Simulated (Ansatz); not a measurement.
Consider CuI in the zinc blende structure (space group F-43m, No. 216).

```
CuI
1.0
    0.00000     3.01151     3.01151
    3.01151     0.00000     3.01151
    3.01151     3.01151     0.00000
I Cu
1 1
Direct
  0.75000   0.75000   0.75000
  0.00000   0.00000   0.00000
```

Cartesian axes are those of the cell as printed.

Levels (all Ansatz, a first-principles code, PAW): r2SCAN (500 eV, no spin-orbit coupling); HSE06 (420 eV, without spin-orbit coupling).

Its gap is 1.67 eV with r2SCAN and 2.67 eV with HSE06.

One thing is altered: biaxial strain +4.03 %, plane normal [110], relaxed out of plane (Cartesian); in-plane vectors clamped, the third vector and the atoms free.

With r2SCAN the gap becomes 1.43 eV.

Q: If the HSE06 correction stayed the same, what would the HSE06 gap be, and what does the HSE06 run give?

A: A rigid correction of +1.00 eV gives 2.43 eV. The HSE06 run gives 2.44 eV, so the two effects roughly add.

A biaxial case was relaxed in a doubled cell and then solved in the primitive one. Single points use the geometry relaxed with r2SCAN. With I present, leaving out spin-orbit coupling can change the band edges. Whether these cells are dynamically stable was not tested. The final runs are not spin-polarised.
